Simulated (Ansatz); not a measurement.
Take CdI2 in the CdI2 type structure (space group P-3m1, No. 164; a = 4.2422 Å, c = 6.8225 Å; layered, stacked along the Cartesian z axis) as the base.

The values are results of PBE-D3(BJ), PAW, 420 eV (Ansatz, a quantum-chemistry and plane-wave program; no SOC), not measurements.

Base values:

| Property | Result |
|---|---|
| Band gap | 2.30 eV |
| Smallest direct gap | 2.57 eV |
| Gap character | indirect, k = (0, 0.111, -0.200) in the run's primitive reciprocal basis → k = (0, 0.444, 0.400) in the run's primitive reciprocal basis |

The change: an isotropic linear strain of −3.00 %; the atoms relax in the strained cell.

What does the calculation give for the largest internal atomic displacement, band gap, smallest direct gap and gap character after the change?

The largest internal atomic displacement comes out as 0.079 Å; the band gap drops by 0.17 eV to 2.13 eV; the smallest direct gap goes up by 0.12 eV, from 2.57 eV to 2.69 eV; the gap character becomes indirect, A → k = (0, 0.444, 0.400) in the run's primitive reciprocal basis (base: indirect, k = (0, 0.111, -0.200) in the run's primitive reciprocal basis → k = (0, 0.444, 0.400) in the run's primitive reciprocal basis).

With I present, leaving out spin-orbit coupling can change the band edges. Whether these cells are dynamically stable was not tested.
